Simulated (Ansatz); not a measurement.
Base system: HfO2 in the fluorite structure (space group Fm-3m, No. 225; a = 5.058 Å).

Level of theory: plane-wave PAW DFT at the r2SCAN level (Ansatz, an electronic-structure program, 500 eV), scalar-relativistic without spin-orbit coupling.

One change was made to it. Results:

The band gap grows by 0.355 eV to 4.66 eV; the volume per atom drops by 1.395 Å³ (10.79 Å³ → 9.39 Å³); the electron mass changes from 1.1 mₑ along k, 0.76 mₑ across (at X) to 1.00 mₑ along k, 0.70 mₑ across (at X); the width of the top valence band grows by 0.15 eV (1.90 eV → 2.05 eV).

Name the change that was made.
A) pressure 100 GPa
B) pressure 7 GPa
C) pressure −1 GPa
D) pressure 50 GPa

D, pressure 50 GPa. For comparison, the band gap in the other runs: pressure 100 GPa gives 4.84 eV; pressure 7 GPa gives 4.37 eV; pressure −1 GPa gives 4.29 eV.

Spin-orbit coupling, missing from the scalar runs, can matter with Hf. Load acts through the strain it causes; cell and atoms are relaxed under it. Effective masses come from finite differences of ±0.01 Å⁻¹. Along k means along the line from Γ to the band edge. No phonon test of stability was made. No other phases were tried under pressure. This is not the structure that HfO2 has at room temperature and ambient pressure.
